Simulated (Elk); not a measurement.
Input and output of a self-consistent single point for IrRu₃ (P6_3/mmc, 8 atoms in the cell) (Elk).

Computed with LDA (PW92), all-electron FP-LAPW, Elk's shipped species files, default APW+lo basis in Elk 10.2.4.

```yaml
crystal:
  lattice:
    - [5.30417, 0.00000, 0.00000]
    - [-2.65209, 4.59355, 0.00000]
    - [0.00000, 0.00000, 4.21235]
  atoms:
    - { symbol: Ru, position: [0.16581, 0.33162, 0.25000] }
    - { symbol: Ru, position: [0.83419, 0.66838, 0.75000] }
    - { symbol: Ru, position: [0.83419, 0.16581, 0.75000] }
    - { symbol: Ru, position: [0.16581, 0.83419, 0.25000] }
    - { symbol: Ru, position: [0.66838, 0.83419, 0.25000] }
    - { symbol: Ru, position: [0.33162, 0.16581, 0.75000] }
    - { symbol: Ir, position: [0.33333, 0.66667, 0.75000] }
    - { symbol: Ir, position: [0.66667, 0.33333, 0.25000] }
```

Reference input (self-consistent single point, DFT, PBEsol, all-electron FP-LAPW, Elk's shipped species files, default APW+lo basis): xctype = 22; rgkmax = 7; stype = 0; swidth = 0.00999582 Ha; ngridk = 5 5 5; rmtscf = 0.86. This run's input differs from it in these lines:

```diff
@@ -4,3 +4,3 @@
 xctype
-  22
+  3
```

Output (repeated stretches shortened):

```
│ Self-consistent loop started │
│ Loop number : 1 │
 total energy                :     -62874.5914766
│ Loop number : 2 │
 total energy                :     -62874.2285480
RMS change in Kohn-Sham potential (target) :   0.2430256293     (  0.1000000000E-05)
Absolute change in total energy (target)   :   0.3629286451     (  0.1000000000E-03)
│ Loop number : 3 │
 total energy                :     -62880.9193431
RMS change in Kohn-Sham potential (target) :   0.1752394670     (  0.1000000000E-05)
Absolute change in total energy (target)   :    6.600062994     (  0.1000000000E-03)
│ Loop number : 4 │
   [... lines left out ...]
Absolute change in total energy (target)   :   0.3855689356E-03 (  0.1000000000E-03)
│ Loop number : 18 │
 total energy                :     -62860.7261480
RMS change in Kohn-Sham potential (target) :   0.4540584052E-07 (  0.1000000000E-05)
Absolute change in total energy (target)   :   0.1204749860E-03 (  0.1000000000E-03)
│ Loop number : 19 │
 total energy                :     -62860.7261392
RMS change in Kohn-Sham potential (target) :   0.1850988655E-07 (  0.1000000000E-05)
Absolute change in total energy (target)   :   0.2122786100E-04 (  0.1000000000E-03)
Convergence targets achieved

│ Loop number : 20 │

Energies :
 Fermi                       :     0.562957166987
 total energy                :     -62860.7261342

Density of states at Fermi energy :    164.7701755
 (states/Hartree/unit cell)

Estimated indirect band gap :   0.1276934366E-02
 from k-point     20 to k-point     13
Estimated direct band gap   :   0.2271093348E-02
 at k-point     23

Charges :
 core                        :    264.0000000
 valence                     :    154.0000000
 interstitial                :    15.95357870
 muffin-tins (core leakage)
  species :    1 (Ru)
   atom    1                 :    41.89858096     (  0.8787844763E-06)
   atom    2                 :    41.89632597     (  0.8785438652E-06)
   atom    3                 :    41.89858096     (  0.8785438652E-06)
   [... lines left out ...]
  species :    2 (Ir)
   atom    1                 :    75.32972276     (  0.1791973974E-02)
   atom    2                 :    75.32972276     (  0.1791973974E-02)
 total in muffin-tins        :    402.0464213
 total calculated charge     :    418.0237725
 total charge                :    418.0000000
 error                       :   0.2377251308E-01

│ Self-consistent loop stopped │
```

The run converged in 20 iterations. The count includes the last loop, which Elk runs after its targets are met. 

The starting cell comes from a database of computed structures (which also holds hypothetical and non-ambient phases and stackings), without a prior relaxation at this level. Its lattice was rescaled by a random factor within 2.5 % of one. Spin-orbit coupling is off. Spin polarisation is off. Values depend on the basis (sphere radii, cutoffs, local orbitals), which need not be converged. The log's line on a gap gives a spacing of levels on this mesh, which the program prints for metals too.

Cost on one core of a shared machine: roughly 3 min.
